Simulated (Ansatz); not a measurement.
```xyz
6
Lattice="4.7887 0.0000 0.0000 0.0000 4.7887 0.0000 0.0000 0.0000 3.1952" Properties=species:S:1:pos:R:3 pbc="T T T"
Hf     0.0000     0.0000     0.0000
Hf     2.3943     2.3943     1.5976
O      0.9349     3.8538     1.5976
O      3.8538     0.9349     1.5976
O      3.3292     3.3292     0.0000
O      1.4595     1.4595     0.0000
```

A single point on HfO2 with a change (pressure 5 GPa), its geometry relaxed with PBEsol.

Method: PBEsol, PAW, 420 eV (Ansatz, a program for electronic structure; noncollinear with spin-orbit coupling). Γ-centred 7×7×10 mesh, Fermi–Dirac width 0.05 eV.

Problem. Predict the valence-band top at Γ and gap character.

Solution. Valence-band top at Γ (three highest Kramers pairs, from the VBM): 0.00, -0.34, -0.39 eV
Gap character: direct at Γ

Single points use the geometry relaxed with PBEsol. Load acts through the strain it causes; cell and atoms are relaxed under it. Stability against distortions was not tested. No other phases were tried under pressure. The cell was made from HfO2 in the rutile structure (space group P4_2/mnm, No. 136; a cell from a computed database, its experimental status unchecked) by this change: pressure 5 GPa. This is not the structure that HfO2 has at room temperature and ambient pressure.
